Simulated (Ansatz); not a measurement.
The starting structures come from a database of crystals and need not be the phases stable at ambient conditions.

 Where the default PAW files enter, the runs use the earlier of Ansatz's two default sets.

By PBEsol, the system below comes out a metal.

Given:

```yaml
crystal:
  lattice:
    - [2.73098, 0.00000, 0.00000]
    - [0.00000, 4.42849, 0.00000]
    - [1.36549, 0.00000, 2.36510]
  atoms:
    - { symbol: Rh, position: [0.66667, 0.25000, 0.66667] }
    - { symbol: Rh, position: [0.33333, 0.75000, 0.33333] }
```

Space group of this cell: P6_3/mmc, hcp (Mg type). The cell is taken as given; by PBEsol its mean pressure is -13.7 GPa.

The current flows along the normal of the first two printed cell vectors, the (100) plane of the conventional cell. No spin-orbit coupling; the value is a mean over 0.1 eV about the Fermi level.

Q: Estimate the ballistic conductance per area that PBEsol (Ansatz, a program for electronic structure) returns for this system.

A: 1.6 × 10¹⁵ S/m² for both spins.
